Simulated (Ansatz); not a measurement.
We consider cubic perovskite RbCdF₃, described by PBEsol-D3(BJ) (PAW; Ansatz, a first-principles code).

Run with plane-wave cutoff 520 eV, 8×8×8 k mesh, Fermi–Dirac smearing 0.01 eV, scalar-relativistic PAW data made under PBE.

The volume scan:

| V (Å³/atom) | E − E_lowest (meV/atom) |
|---|---|
| 15.783 | 14.09 |
| 16.119 | 6.00 |
| 16.455 | 1.43 |
| 16.791 | 0.00 |
| 17.127 | 1.35 |
| 17.462 | 5.16 |
| 17.798 | 11.17 |

Fit the third-order Birch–Murnaghan equation and give B0 and B′.

V0 = 16.789 Å³/atom, B0 = 66.3 GPa, B′ = 4.9 (fit to the energies at full precision).

Note: the relaxation could not lower the start's symmetry, so the cell can be a saddle point above a distorted one.

Computed values are for the static lattice.
